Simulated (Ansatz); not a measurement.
# Quick settings and what they miss: LaAl2Ge2 (P-3m1, 5 atoms in the cell)

Self-consistent single point.

```yaml
crystal:
  lattice:
    - [4.33086, 0.00000, 0.00000]
    - [-2.16543, 3.75064, 0.00000]
    - [0.00000, 0.00000, 7.16506]
  atoms:
    - { symbol: La, position: [0.00000, 0.00000, 0.00000] }
    - { symbol: Al, position: [0.66667, 0.33333, 0.36427] }
    - { symbol: Al, position: [0.33333, 0.66667, 0.63573] }
    - { symbol: Ge, position: [0.66667, 0.33333, 0.72692] }
    - { symbol: Ge, position: [0.33333, 0.66667, 0.27308] }
```

Computed with LDA (PW92), PAW files made with PBE (plane waves; Ansatz, a first-principles code).

Base settings: basis.ecutwfc = 420 eV; kpoints.mp_grid.grid = 12 12 6; hamiltonian.xc = lda; hamiltonian.pseudopotentials = {kind: paw} (the program's default PAW files); scf.occupations.method = fermi_dirac; scf.occupations.width = 0.1 eV.

Tight run (finer mesh or higher cutoff; not a proven limit): basis.ecutwfc: 420 eV → 590 eV; kpoints.mp_grid.grid: 12 12 6 → 17 17 9; scf.convergence.dr2_threshold: default (1e-07 eV) → 1e-09 eV. It gave Fermi level (on the code's own zero) 8.90 eV; pressure -5.32 GPa; largest force (vector length) 0.070 eV/Å.

Quick runs, as changes from the base:
- A: the base itself
- B: basis.ecutwfc: 420 eV → 335 eV; kpoints.mp_grid.grid: 12 12 6 → 2 2 2; hamiltonian.xc: lda → pbesol; scf.occupations.method: fermi_dirac → gaussian; scf.occupations.width: 0.1 eV → 0.272 eV [PBEsol]
- C: kpoints.mp_grid.grid: 12 12 6 → 4 4 4; scf.convergence.dr2_threshold: default (1e-07 eV) → 0.001 eV
- D: basis.ecutwfc: 420 eV → 335 eV; kpoints.mp_grid.grid: 12 12 6 → 6 6 6; scf.occupations.method: fermi_dirac → gaussian; scf.occupations.width: 0.1 eV → 0.2 eV
- E: basis.ecutwfc: 420 eV → 250 eV; kpoints.mp_grid.grid: 12 12 6 → 6 6 6; scf.occupations.width: 0.1 eV → 0.272 eV
- F: basis.ecutwfc: 420 eV → 250 eV; kpoints.mp_grid.grid: 12 12 6 → 3 3 3; scf.occupations.width: 0.1 eV → 0.5 eV

Energies are extrapolated to zero smearing width, which holds to low order in the width alone.

Dashes: energy of B, another energy zero.

† marks runs with another functional, U, potentials or spin treatment: their distance from the tight run is not a convergence error alone.

The count of work is k-points × plane waves × bands × iterations; it is no time. 

Pressures in the table are Ansatz's without its Pulay estimate, at a fixed set of plane waves; the tight run's value above holds the estimate.

The starting cell comes from a database of computed structures (which also holds hypothetical and non-ambient phases and stackings), without a prior relaxation at this level. Its lattice was rescaled by a random factor within 2.5 % of one. In the base run, with a pressure of about -5 GPa the cell is away from its equilibrium volume at this level.

| run | energy less tight (meV/atom) | pressure less tight (GPa) | largest miss in a force vector (eV/Å) | count of work / tight |
|---|---|---|---|---|
| A | -0.4 | -0.02 | 0.003 | 0.19 |
| B† | – | 2.33 | 0.270 | 0.0056 |
| C | -13.1 | -0.02 | 0.058 | 0.017 |
| D | 2.8 | -0.49 | 0.049 | 0.047 |
| E | 282.7 | -12.43 | 0.031 | 0.032 |
| F | 339.6 | -11.19 | 0.130 | 0.0077 |

Among the runs at the tight run's level, the energy misses run from 0.4 to 339.6 meV/atom.

Keys are those of Ansatz 0.2.
